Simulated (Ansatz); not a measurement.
# SrTiO3, response to strain

Base system: SrTiO3 in the cubic perovskite structure (space group Pm-3m, No. 221).

```
CELL_PARAMETERS angstrom
      3.85418     0.00000     0.00000
      0.00000     3.85418     0.00000
      0.00000     0.00000     3.85418
ATOMIC_POSITIONS crystal
  Sr 0.00000 0.00000 0.00000
  Ti 0.50000 0.50000 0.50000
  O  0.50000 0.00000 0.50000
  O  0.00000 0.50000 0.50000
  O  0.50000 0.50000 0.00000
```

Cartesian axes are those of the cell as printed.

Strains are applied to the cell and any free atomic positions relax; under biaxial strain the out-of-plane vector relaxes too.

Calculations: LDA (Ansatz, an electronic-structure program; PAW; 420 eV plane waves; no spin-orbit coupling).

| biaxial strain, plane normal [111], relaxed out of plane (%) | band gap (eV) |
|---|---|
| 0 | 1.85 |
| 0.5 | 1.81 |
| 1 | 1.77 |
| 1.5 | ? |
| 2 | 1.69 |
| 2.5 | 1.64 |

Fit E_g = E₀ + Dε (ε in %) to the rows shown and predict the withheld row.

Least squares on the printed values gives E₀ = 1.85 eV, D = -83.0 meV per % of strain (largest residual 0.00 eV); this predicts 1.73 eV, and the run gives 1.73 eV, in agreement.

No phonon test of stability was made. The final runs are not spin-polarised. Many cubic perovskites are stable only at high temperature; tilts and polar distortions were not tested.
